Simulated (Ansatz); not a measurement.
The parent structure is Zn in the hcp (Mg type) structure (space group P6_3/mmc, No. 194; a = 2.613 Å, c = 4.781 Å; relaxed with 0.1 eV smearing). Axes: x lies along a and z along c of the hexagonal cell.

Calculations: PBEsol, PAW, 420 eV (Ansatz, a first-principles code; without spin-orbit coupling).

Modification: uniaxial strain ε_xx = +2.00 %, all other strain components held at zero; the atoms relax in the strained cell.

Predict the stress tensor and what it implies for the stiffness.

Stress of the strained cell less that of the base (GPa, compression positive):
```
   -3.6     0.0     0.0
    0.0    -0.9     0.0
    0.0     0.0    -1.1
```

Then −Δσ_ii/ε with ε = 0.0200 gives secant stiffness values (nonlinear terms included at this strain): C11 ≈ 182 GPa, C12 ≈ 45 GPa and C13 ≈ 55 GPa.

Stability against distortions was not tested.
